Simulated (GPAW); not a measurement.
GPAW run on Lu₂AlSi₂ (P1, 5 atoms in the cell): self-consistent single point.

Level of theory: LDA (Perdew-Wang 92), GPAW PAW datasets LDA (gpaw-data 1.0.1) (plane waves; GPAW).

The change in words: lattice scaled by 0.98. Reference geometry:
```
Lu2AlSi2
1.0
   -2.01198     2.79007     4.21717
    2.01198    -2.79007     4.21717
    2.01198     2.79007    -4.21717
Lu Al Si
2 1 2
Cartesian
 -0.00188   2.74667   1.65616
  2.10912  -0.05045   2.52039
 -0.05785   0.03723  -0.04089
  2.00282   1.61928   0.00126
 -0.02827   1.22742   4.29742
```

Reference input (self-consistent single point, DFT LDA (Perdew-Wang 92), plane waves, GPAW PAW datasets LDA (gpaw-data 1.0.1)): mode = pw; ecut = 800 eV; xc = LDA; kpts = 4 5 5; mesh shift (steps) = 0 0 0; occupations.name = methfessel-paxton; occupations.width = 0.05 eV; occupations.order = 0; nbands = -9; convergence.density = 1e-05 e/electron; symmetry.symmorphic = false; symmetry.tolerance = 0.0005. This run's input differs from it in these lines:

```diff
@@ -5,5 +5,5 @@
 atoms = Atoms(['Lu', 'Lu', 'Al', 'Si', 'Si'],
-              cell=[[-2.011975, 2.790075, 4.217170],
-                    [2.011975, -2.790075, 4.217170],
-                    [2.011975, 2.790075, -4.217170]],
+              cell=[[-1.971736, 2.734274, 4.132827],
+                    [1.971736, -2.734274, 4.132827],
+                    [1.971736, 2.734274, -4.132827]],
               scaled_positions=[[0.688580, 0.195893, 0.491755],
```

Log, with long lists cut:

```
     iter     time        total  log10-change:
                         energy   eigst   dens
iter:   1 --:--:--   -29.702933
iter:   2 --:--:--   -29.510147   -1.29  -1.44
iter:   3 --:--:--   -29.088549   -0.89  -1.47
iter:   4 --:--:--   -28.916138   -2.54  -1.75
iter:   5 --:--:--   -29.212578   -1.38  -1.75
iter:   6 --:--:--   -28.912030   -1.67  -1.98
iter:   7 --:--:--   -28.912452   -2.68  -2.51
iter:   8 --:--:--   -28.909096c  -4.07  -2.79
iter:   9 --:--:--   -28.907627c  -3.76  -2.99
iter:  10 --:--:--   -28.907664c  -5.23  -3.36
iter:  11 --:--:--   -28.907650c  -6.38  -3.46
iter:  12 --:--:--   -28.907563c  -5.09  -3.55
iter:  13 --:--:--   -28.907557c  -6.13  -3.63
iter:  14 --:--:--   -28.907557c  -5.95  -3.67
iter:  15 --:--:--   -28.907555c  -6.40  -3.74
iter:  16 --:--:--   -28.907559c  -7.47c -3.81
iter:  17 --:--:--   -28.907564c  -7.06  -3.85
iter:  18 --:--:--   -28.907567c  -6.28  -3.90
iter:  19 --:--:--   -28.907556c  -6.01  -4.02
iter:  20 --:--:--   -28.907554c  -7.67c -4.39
iter:  21 --:--:--   -28.907554c  -7.59c -4.51
iter:  22 --:--:--   -28.907554c  -7.90c -4.65
iter:  23 --:--:--   -28.907554c  -7.43c -4.71
iter:  24 --:--:--   -28.907554c  -8.52c -5.08c
Converged after 24 iterations.

Dipole moment: (1.218748, -1.050395, 1.170692) |e|*Ang

Energy contributions relative to reference atoms: (reference = -814390.165823)

Kinetic:        +12.477069
Potential:       -3.207268
External:        +0.000000
XC:             -37.985851
Entropy (-ST):   -0.003936
Local:           -0.189536
SIC:             +0.000000
--------------------------
Free energy:    -28.909522
Extrapolated:   -28.907554

Showing only first 2 kpts
 Kpt  Band  Eigenvalues  Occupancy
  0    28      8.07805    2.00000
  0    29      8.48926    2.00000
  0    30      8.63329    2.00000
  0    31     10.44051    0.00000

  1    28      7.38374    2.00000
  1    29      8.51017    2.00000
  1    30      8.84574    2.00000
  1    31     10.94599    0.00000

Fermi level: 9.28115

No gap
   [... lines left out ...]
Energy (eV): -28.907554

Forces in eV/Ang:
  0 Lu    0.00905    0.11776    1.43550
  1 Lu   -0.93564    0.58710   -0.70258
  2 Al    0.51722   -0.28596    0.02195
  3 Si    0.14625   -0.39583   -0.06275
  4 Si    0.26285   -0.02283   -0.69185

Stress tensor:
    -0.019192     0.002212    -0.004838
     0.002212    -0.013925     0.001335
    -0.004838     0.001335    -0.005308
Stress (GPa, Voigt): [-3.0749 -2.2311 -0.8504  0.2139 -0.7751  0.3544]
```

The run converged in 24 iterations. GPAW prints stress with tension positive. Against the reference run the free energy falls by 7.4 meV/atom, the pressure goes from -4.01 to 2.05 GPa and the largest force goes from 1.214 to 1.440 eV/Å.

The starting cell comes from a database of computed structures (which also holds hypothetical and non-ambient phases and stackings), without a prior relaxation at this level. Its atoms were displaced at random from the sites of space group no. 71. For this run, on top of that: lattice scaled by 0.98. Forces in this geometry exceed 1 eV/Å.

Cost on one core of a shared machine: roughly 4 min.
